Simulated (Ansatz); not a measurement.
Input and output of a self-consistent single point for NiAl (P4mm, 2 atoms in the cell) (Ansatz, a quantum-chemistry and plane-wave program).

Computed with LDA (PW92), default PAW files made with PBE (plane waves; Ansatz).

```
CELL_PARAMETERS angstrom
      2.88133     0.00000     0.00000
      0.00000     2.88133     0.00000
      0.00000     0.00000     2.88133
ATOMIC_POSITIONS crystal
  Al 0.50000 0.50000 0.51735
  Ni 0.00000 0.00000 0.00000
```

Reference input (self-consistent single point, DFT, LDA (PW92), plane waves, default PAW files made with PBE): basis.ecutwfc = 30.9 Ry; kpoints.mp_grid.grid = 11 11 11; hamiltonian.xc = lda; hamiltonian.pseudopotentials = {kind: paw} (the program's default PAW files); scf.occupations.method = fermi_dirac; scf.occupations.width = 0.0073 Ry. This run's input differs from it in these lines:

Ansatz 0.2 input:
```diff
@@ -12,3 +12,3 @@
 kpoints:
-  mp_grid: { grid: [11, 11, 11] }
+  mp_grid: { grid: [37, 37, 37] }
 hamiltonian:
```

Output, abridged:

```
SCF iter   1: F=—  HF=-6287.640740 eV  |F-HF|=—  |Δ(HF+E_count)|=         —  Δρ=1.42e-2  dr2=2.02e-2  ethr=1.77e-3  ⟨swp⟩=4.7  Hψ=245532  notcnv=0
all-band conjugate gradients solve this SCF's bands
preconditioner: auto → none
SCF iter   2: F=—  HF=-6287.637185 eV  |F-HF|=—  |Δ(HF+E_count)|=   3.55e-3  Δρ=3.37e-3  dr2=1.00e-3  ethr=9.62e-5  ⟨swp⟩=3.0  Hψ=114523  notcnv=0  defer=96
SCF iter   3: F=—  HF=-6287.637036 eV  |F-HF|=—  |Δ(HF+E_count)|=   1.49e-4  Δρ=9.26e-4  dr2=1.12e-4  ethr=4.78e-6  ⟨swp⟩=1.0  Hψ=54211  notcnv=0  defer=98
SCF iter   4: F=—  HF=-6287.637012 eV  |F-HF|=—  |Δ(HF+E_count)|=   2.36e-5  Δρ=8.84e-5  dr2=1.31e-6  ethr=5.33e-7  ⟨swp⟩=1.0  Hψ=54190  notcnv=0  defer=96
SCF iter   5: F=—  HF=-6287.637021 eV  |F-HF|=—  |Δ(HF+E_count)|=   8.24e-6  Δρ=6.18e-6  dr2=3.80e-9  ethr=6.24e-9  ⟨swp⟩=2.3  Hψ=87209  notcnv=0  defer=96
SCF iter   6: F=-6287.637021 eV  HF=-6287.637021 eV  |F-HF|=1.96e-10  |Δ(HF+E_count)|=  6.97e-10  Δρ=8.96e-7  dr2=2.52e-10  ethr=1.81e-11  ⟨swp⟩=2.2  Hψ=166219  notcnv=0
SCF 1 converged in 6 iterations: F = -6287.637021 eV  dr2 = 2.52e-10
Free energy (F): -6287.637021 eV
Internal energy: -6287.609970 eV  (E = F + TS)
E sigma→0 (E₀):  -6287.623495 eV
Entropy (-TS):   -0.027051 eV (-13.525 meV/atom)
Fermi energy:    13.648666 eV
--- Forces (eV/Å), atoms counted from 1 ---
  atom   1  Al     0.00000000     0.00000000    -0.25902766
  atom   2  Ni    -0.00000000     0.00000000     0.25904187
--- Stress (GPa, compression-positive) ---
       -8.267859       0.000000       0.000000
        0.000000      -8.267859       0.000000
        0.000000       0.000000      -8.368904
  P = ⅓ Tr σ = -8.3015 GPa (-83.015 kbar)
  The stress holds the Pulay correction. Without it, at fixed plane waves, as pw.x and ABINIT print it: P = -8.3921 GPa
```

The run converged in 6 iterations. Against the reference run the free energy stays essentially unchanged (within 1 meV/atom), the pressure goes from -8.19 to -8.30 GPa and the largest force moves little (0.260 to 0.259 eV/Å).

The starting cell has typed, rounded lattice constants, without a prior relaxation at this level. Its lattice was rescaled by up to half a per cent. One atom was moved a little off its site on purpose. Spin polarisation is off. With a pressure of about -8 GPa the cell is away from its equilibrium volume at this level. Ansatz's pressure includes its estimate of the finite-basis (Pulay) stress.

Cost on one core of a shared machine: roughly 70 s.
